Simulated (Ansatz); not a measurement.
BAs under load (space group I-4m2), r2SCAN with spin-orbit coupling, rigid bands in Ansatz (a quantum-chemistry and plane-wave program). Condition of this run: biaxial stress in (001) of -12.8 GPa (compression positive) (the target of the relaxation). Band gap 0.33 eV, N_c = 1.14e19 cm⁻³ and N_v = 2.50e18 cm⁻³ at 300 K, conductivity masses along x (a = (0.00, 2.50, 2.32) Å; b = (2.50, 0.00, 2.32) Å; c = (2.50, 2.50, 0.00) Å) of 0.224 mₑ (electrons) and 0.224 mₑ (holes). Take k_BT = 0.02585 eV.

Question: Find the intrinsic carrier density and the intrinsic Fermi level.

Answer: n_i = √(N_c N_v) exp(−E_g/2k_BT) = 5.34e18 × exp(−6.38) = 9.0e15 cm⁻³. The level lies (k_BT/2) ln(N_v/N_c) = -20 meV from mid-gap (positive towards the conduction band). Each 0.1 eV added to the gap lowers n_i by a factor of 6.9.

Question: What built-in voltage has an abrupt junction with N_A = 1e17 and N_D = 1e17 cm⁻³, all dopants ionised?

Answer: V_bi = E_g/e − (k_BT/e) ln(N_c N_v/(N_A N_D)) = 0.33 − 0.02585 × 7.96 = 0.12 V, for the computed gap.

Question: What thermal injection velocity √(2k_BT/πm) limits a ballistic channel along the direction named?

Answer: 1.14e7 cm/s for electrons and 1.14e7 cm/s for holes, a ratio of √(m_h/m_e) = 1.00, for dilute carriers.

Rigid bands with the computed gap; masses take one relaxation time for all states. Geometry: cell and atoms relaxed with PBEsol.
